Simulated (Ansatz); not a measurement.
The starting structures come from a database of crystals and need not be the phases stable at ambient conditions.

 Where the default PAW files enter, the runs use the earlier of Ansatz's two default sets.

Consider the following.

```
AgNO3
1.0
    4.07938    -0.05213     0.00000
    1.72608     6.08547     0.00000
    0.86304     3.04273     2.57702
Ag N O
1 1 3
Direct
  0.00821   0.00821   0.00000
  0.42440   0.42440   0.00000
  0.56363   0.56363   0.57511
  0.56363   0.13874   0.42489
  0.13874   0.56363   0.00000
```

Space group of this cell: R3m. The cell was relaxed by PBE-D3(BJ); by r2SCAN its mean pressure is -3.6 GPa.

Transport runs along the normal of the first two printed cell vectors, the (110) plane of the conventional cell.

The gap is the functional's own. No spin-orbit coupling. Mid-gap values are interpolated on the energy grid.

Problem. Compute, with r2SCAN run with Ansatz (a quantum-chemistry and plane-wave program), the band gap and the smallest decay constant κ at mid-gap.

Solution. Gap 2.15 eV on a 12×12×12 mesh; κ = 0.360 1/Å, at (0.500, 0.000) of the in-plane reciprocal vectors. At the zone centre, at the nearest computed energy, the slowest state has κ = 0.37 1/Å.
